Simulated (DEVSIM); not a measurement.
**double heterostructure, In0.53Ga0.47As between p- and n-type In0.52Al0.48As**

Device: double heterostructure, In0.53Ga0.47As between p- and n-type In0.52Al0.48As, at 300 K.

```
layer (left to right)        material  thickness (μm)  Nd (cm⁻³)  Na (cm⁻³)   τn (s)   τp (s)
---------------------  --------------  --------------  ---------  ---------  -------  -------
1                      In0.52Al0.48As           0.430          -     2.5e17  7.4e-10  7.4e-10
2                      In0.53Ga0.47As          0.0220     6.2e15          -  7.4e-10  7.4e-10
3                      In0.52Al0.48As           0.950       1e17          -  7.4e-10  7.4e-10
```

Left contact: ohmic. Right contact: ohmic. Voltage is applied to the left contact. Recombination: SRH at mid-gap, radiative. Mobility is constant in doping.

This is a model device: material constants are rounded textbook-type values typed into the input, and sizes, dopings and lifetimes were drawn at random. Values at 300 K.

| parameter | In0.52Al0.48As | In0.53Ga0.47As |
|---|---|---|
| gap (eV) | 1.45 | 0.74 |
| affinity (eV) | 4 | 4.51 |
| permittivity | 12.5 | 13.9 |
| Nc (cm⁻³) | 5.1e17 | 2.1e17 |
| Nv (cm⁻³) | 1.1e19 | 7.7e18 |
| μn (cm²/Vs) | 4000 | 12000 |
| μp (cm²/Vs) | 75 | 300 |
| B (cm³/s) | 1e-10 | 9.6e-11 |

Simulated with DEVSIM: 1D drift-diffusion, Boltzmann statistics, complete ionisation; no tunnelling, impact ionisation, image-force lowering or self-heating. Band offsets follow the typed affinities; no thermionic-emission limit at abrupt steps, no polarisation charge.

```yaml
potential_step_across_the_device_at_zero_bias: 1.310 V
Dark forward voltage at 1 A/cm²: 0.541 V
Dark forward voltage at 100 A/cm²: 0.824 V
```

Dark forward current:

(V (V), J (A/cm²)): (0.05, 1.9e-5); (0.10, 7.5e-5); (0.15, 0.00025); (0.20, 0.00080); (0.25, 0.0025); (0.30, 0.0079); (0.35, 0.024); (0.40, 0.071); (0.45, 0.19); (0.50, 0.49); (0.60, 2.8); (0.65, 6.3); (0.70, 14); (0.75, 31); (0.80, 69); (0.85, 150); (0.90, 320); (0.95, 660); (1.00, 1300); (1.05, 2400)
